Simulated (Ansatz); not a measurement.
# Response to strain in Cu3N

Consider Cu3N (space group Pm-3m, No. 221; a = 3.765 Å). Axes: x, y, z lie along the cube axes.

Strains are applied to the cell and any free atomic positions relax; under biaxial strain the out-of-plane vector relaxes too; under stress the whole cell relaxes.

Levels (all Ansatz, a first-principles code, PAW, earlier PAW set): PBEsol (420 eV, without spin-orbit coupling); PBEsol+SOC (420 eV, spin-orbit coupling included); HSE06 (420 eV, no SOC).

Band gaps by level, all at the geometries relaxed with PBEsol:

| case | PBEsol | PBEsol+SOC | HSE06 |
|---|---|---|---|
| base | zero | zero | 0.79 eV |
| biaxial strain +1.24 %, plane normal [110], relaxed out of plane | zero | zero | – |
| uniaxial strain ε_yy = +2.76 % | 0.10 eV | zero | 0.89 eV |
| uniaxial strain ε_zz = +1.48 % | 0.06 eV | zero | 0.84 eV |
| uniaxial strain ε_zz = +2.52 % | 0.09 eV | zero | 0.88 eV |
| uniaxial stress, 3 GPa tension along x | zero | zero | 0.82 eV |

Single points use the geometry relaxed with PBEsol. HSE06 gaps are upper bounds (no full band path). The spin-orbit shifts are approximate. Stability under load was not tested beyond the relaxation. The runs without spin-orbit coupling are not spin-polarised. Gaps under 0.05 eV, about the width of the smearing, are given as zero. The zero or small gap of Cu3N can change with the level of theory.
